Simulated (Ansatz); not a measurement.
Data:

```yaml
crystal:
  lattice:
    - [0.00000, 3.15180, 3.39990]
    - [3.15180, 0.00000, 3.39990]
    - [3.15180, 3.15180, 0.00000]
  atoms:
    - { symbol: Sn, position: [0.00000, 0.00000, 0.00000] }
    - { symbol: Sn, position: [0.25000, 0.25000, 0.25000] }
```

Level of theory: r2SCAN with spin-orbit coupling, rigid bands (plane waves, PAW; Ansatz, a program for electronic structure). Condition of this run: biaxial stress in (001) of 2.4 GPa (compression positive) (the target of the relaxation). Cell: cell and atoms relaxed with PBEsol, then loaded as said.

Is this a good metal at this level?

No. No gap is resolved, and few carriers conduct, as in a semimetal or a zero-gap semiconductor. N(E_F) = 0.083 states/eV a cell at 300 K and the Drude plasma energy along the best axis is 0.86 eV, several times under that of a simple or noble metal.
